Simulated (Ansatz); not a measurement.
The parent structure is Ag in the fcc (Cu type) structure (space group Fm-3m, No. 225; a = 4.148 Å; relaxed with 0.1 eV smearing).

Computed with plane-wave PAW DFT at the PBE level (Ansatz, an electronic-structure program, 420 eV), scalar-relativistic without spin-orbit coupling.

Before the change:

```
Property   Result
--------  -------
Pressure  0.0 GPa
```

Now apply this change: every lattice vector is stretched by 3.79 %; the atoms relax in the strained cell.

Task: Estimate the effect on the pressure.

Result: The pressure goes from zero to -7.3 GPa.

Task: What happens to the energy relative to the base?

Result: The energy grows by 55 meV/atom.

No phonon test of stability was made.
